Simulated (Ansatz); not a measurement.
Consider HfN in the rock salt structure (space group Fm-3m, No. 225; a = 4.548 Å; relaxed with 0.1 eV smearing). Axes: x, y, z lie along the cube axes.

Computed with PBE in Ansatz (plane waves to 420 eV, PAW, without spin-orbit coupling).

Now apply this change: the cell is scaled by 1.0150 in all directions, atoms relaxed at fixed cell.

Question: Predict the stress tensor and what it implies for the stiffness.

Answer: Stress of the strained cell less that of the base (GPa, compression positive):
```
  -10.7     0.0     0.0
    0.0   -10.7     0.0
    0.0     0.0   -10.7
```

Then B = −ΔP/(ΔV/V₀) with ΔV/V₀ = 0.0457 gives secant stiffness values (nonlinear terms included at this strain): B ≈ 234 GPa.

As a check, the harmonic strain energy −½ V₀ Δσ:ε is 18 meV/atom; the computed energy rise is 19 meV/atom.

No phonon test of stability was made. All final runs are without spin polarisation.

Ansatz is a program for electronic structure.
